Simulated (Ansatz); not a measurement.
# What pressure 5 GPa does to La5Si3

Consider La5Si3 (space group P6_3/mcm, No. 193; a = 8.877 Å, c = 6.682 Å; a cell from a computed database, its experimental status unchecked).

Modification: a hydrostatic pressure of 5 GPa.

Computed with DFT with PBEsol, PAW potentials and a 420 eV plane-wave cutoff in Ansatz (an electronic-structure program), no spin-orbit coupling. Settings: 5×5×6 k-points, 0.05 eV Fermi–Dirac smearing.

The volume per atom shrinks by 2.66 Å³ to 25.84 Å³ and the lattice parameter a falls by 0.169 bohr, from 16.775 bohr to 16.606 bohr. The c/a ratio drops by 0.049 to 0.704 and the shortest interatomic distance falls by 0.0836 bohr to 5.668 bohr. The band gap stays zero.

Load acts through the strain it causes; cell and atoms are relaxed under it. No phonon test of stability was made. Competing high-pressure phases were not computed. The final runs are not spin-polarised. The zero or small gap of La5Si3 can change with the level of theory.
